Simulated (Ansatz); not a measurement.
**Effect of isotropic strain −0.50 % on TiC**

The reference is TiC in the rock salt structure (space group Fm-3m, No. 225; a = 4.293 Å; relaxed with 0.1 eV smearing).

Now apply this change: an isotropic linear strain of −0.50 %; the atoms relax in the strained cell.

Computed with Kohn–Sham DFT with the PBEsol functional, run in Ansatz (a first-principles code) with PAW and 420 eV plane waves, no spin-orbit coupling. Γ-centred 23×23×23 mesh, Fermi–Dirac width 0.1 eV.

```json
[
 {"quantity": "space group", "base": "Fm-3m (No. 225)", "changed": "Fm-3m (No. 225)", "shift": "–"},
 {"quantity": "shortest interatomic distance", "base": "2.147 Å", "changed": "2.136 Å", "shift": "-0.011 Å"},
 {"quantity": "energy relative to the base (free energy F)", "base": "0 meV/atom", "changed": "+1.9 meV/atom", "shift": "+1.9 meV/atom"},
 {"quantity": "pressure", "base": "0.0 GPa", "changed": "4.1 GPa", "shift": "+4.1 GPa"},
 {"quantity": "band gap", "base": "zero", "changed": "zero", "shift": "–"}
]
```

Final structure:

```yaml
crystal:
  lattice:
    - [0.00000, 2.13595, 2.13595]
    - [2.13595, 0.00000, 2.13595]
    - [2.13595, 2.13595, 0.00000]
  atoms:
    - { symbol: Ti, position: [0.00000, 0.00000, 0.00000] }
    - { symbol: C, position: [0.50000, 0.50000, 0.50000] }
```

Cost of the whole job for the changed cell (relaxation, final SCF and bands): around 12 core-seconds (rough).

Whether these cells are dynamically stable was not tested. All final runs are without spin polarisation.
